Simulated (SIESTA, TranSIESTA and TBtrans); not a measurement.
Device: Fe chain with one bond stretched by 0.6 Å. Leads: straight Fe chain, spacing 2.25 Å. Geometry: as built, not relaxed. Transport runs along z; the first 6 and the last 6 of the 20 atoms are the lead cells, repeated to infinity.

```xyz
20
Lattice="9.000 0.000 0.000 0.000 9.000 0.000 0.000 0.000 45.600" Properties=species:S:1:pos:R:3 pbc="F F T"
Fe     4.500     4.500     0.000
Fe     4.500     4.500     2.250
Fe     4.500     4.500     4.500
Fe     4.500     4.500     6.750
Fe     4.500     4.500     9.000
Fe     4.500     4.500    11.250
Fe     4.500     4.500    13.500
Fe     4.500     4.500    15.750
Fe     4.500     4.500    18.000
Fe     4.500     4.500    20.250
Fe     4.500     4.500    23.100
Fe     4.500     4.500    25.350
Fe     4.500     4.500    27.600
Fe     4.500     4.500    29.850
Fe     4.500     4.500    32.100
Fe     4.500     4.500    34.350
Fe     4.500     4.500    36.600
Fe     4.500     4.500    38.850
Fe     4.500     4.500    41.100
Fe     4.500     4.500    43.350
```
Starting moments (μB): atom 7 +3.2, atom 8 +3.2, atom 9 +3.2, atom 10 +3.2, atom 11 +3.2, atom 12 +3.2, atom 13 +3.2, atom 14 +3.2; lead atoms +3.2 (left) and +3.2 (right).

Run with TranSIESTA and TBtrans (open boundaries, self-consistent; PseudoDojo norm-conserving potentials, scalar-relativistic): Spin polarized, PAO.BasisSize DZP, PAO.EnergyShift 0.15 eV, XC.Authors PBE, Mesh.Cutoff 200 Ry, ElectronicTemperature 300 K, TS.Voltage 0.0 eV, TBT.Elecs.Eta 0.001 eV.

Energies count from the leads' Fermi level. Transmissions are for each spin. The energy step is 0.01 eV; narrower resonances are cut or missed.

| E (eV) | T up | T down |
|---|---|---|
| -0.20 | 0.999 | 1.29 |
| -0.15 | 0.999 | 1.30 |
| -0.10 | 0.999 | 1.31 |
| -0.05 | 0.999 | 1.32 |
| 0.00 | 0.999 | 1.35 |
| 0.05 | 0.999 | 1.38 |
| 0.10 | 0.998 | 1.41 |
| 0.15 | 0.998 | 1.46 |
| 0.20 | 0.998 | 1.53 |

Question: Give the zero-bias conductance in μS and the resistance at 300 K.

Answer: At the Fermi level the mean of both spins is (0.999 + 1.35)/2 = 1.17. Averaged with −∂f/∂E over the full grid (kT = 25.9 meV) it is 1.17. With G0 = 2e²/h = 77.48 μS, G = 90.7 μS and R = 1/G = 11.0 kΩ.

Question: The eigenchannels at the Fermi level (both spins) transmit 0.999, 0.990, 0.137, 0.137, 0.0829. What Fano factor of the shot noise follows at low temperature and bias?

Answer: F = Σ τ(1 − τ)/Σ τ = 0.323/2.35 = 0.14.

The magnetic order of the leads was set by the start, and no other order was tried; the separate lead runs end at 3.39 (left) and 3.39 (right) μB an atom. The straight chain is held at its spacing; free chains may zigzag or dimerise.
